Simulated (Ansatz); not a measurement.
The reference is K2S in the anti-fluorite structure (space group Fm-3m, No. 225).

Space group Fm-3m (No. 225); a = 7.462 Å, b = 7.462 Å, c = 7.462 Å, α = 90.00°, β = 90.00°, γ = 90.00°

```tsv
atom	site	symmetry	x	y	z
K	8c	-43m	0.2500	0.2500	0.2500
S	4a	m-3m	0.0000	0.0000	0.0000
```
(The calculation used a cell of 3 atoms; values per cell refer to that cell.)

All numbers come from DFT with PBE, PAW potentials and a 420 eV plane-wave cutoff in Ansatz (an electronic-structure program), no spin-orbit coupling.

Strains are applied to the cell and any free atomic positions relax.

One change was made to it. Results:

The smallest direct gap falls by 0.29 eV, from 2.50 eV to 2.21 eV; the energy rises by 14 meV/atom; the valley order (the lowest conduction-band minima on the path, energy above the VBM, named in the base's zone) becomes Γ 2.10 eV; X along ⟨100⟩ 3.46 eV (base: Γ 2.32 eV; X along ⟨100⟩ 3.50 eV).

Problem. Which change produced these results?
A) isotropic strain +2.50 %
B) isotropic strain −0.50 %
C) isotropic strain +1.50 %
D) isotropic strain +0.50 %
E) isotropic strain +3.00 %

Solution. E, isotropic strain +3.00 %. For comparison, the valley order in the other runs: isotropic strain +2.50 % gives Γ 2.14 eV; X along ⟨100⟩ 3.47 eV; isotropic strain −0.50 % gives Γ 2.36 eV; X along ⟨100⟩ 3.51 eV; isotropic strain +0.50 % gives Γ 2.29 eV; X along ⟨100⟩ 3.50 eV; isotropic strain +1.50 % gives Γ 2.21 eV; X along ⟨100⟩ 3.48 eV.

No phonon test of stability was made.
